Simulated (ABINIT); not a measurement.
Band structure of a sheet of TiTe2 (3 atoms in the cell).

```
CELL_PARAMETERS angstrom
      3.87702     0.00000     0.00000
     -1.93851     3.35759     0.00000
      0.00000     0.00000    17.17063
ATOMIC_POSITIONS crystal
  Ti 0.00000 0.00000 0.50000
  Te 0.33333 0.66667 0.59233
  Te 0.66667 0.33333 0.40767
```

Computed with PBE, PAW (JTH v2.0 PBE PAW) (plane waves; ABINIT).

Settings: pseudos = [Ti.GGA_PBE-JTH.xml, Te.GGA_PBE-JTH.xml]; ecut = 60 Ry; pawecutdg = 120 Ry; pawxcdev = 0; occopt = 7; tsmear = 0.00367493 Ha; ngkpt = 5 5 1; nshiftk = 1; shiftk = 0 0 0; potentials = JTH v2.0 PBE PAW; kptopt = 1; nstep = 100; tolvrs1 = 1e-08.

The starting cell was generated: these elements placed on a structure prototype, without a prior relaxation; it need not be a known phase or ordering of this composition. Its lattice was rescaled in the plane by a random factor within 2.5 % of one. Spin-orbit coupling is off. Spin polarisation is off, so a magnetic state, if there is one, cannot be reached.

Levels in eV from the Fermi level, bands 9 to 16:
```csv
point,9,10,11,12,13,14,15,16
Γ,-2.08,-0.92,0.21,0.21,0.69,0.69,0.69,3.38
M,-2.21,-2.06,-1.63,-1.13,0.00,0.90,1.13,3.05
K,-3.71,-2.49,-1.84,-1.84,0.64,1.12,1.12,2.40
```

Bands cross the Fermi level along this path, so the cell is metallic at this level.
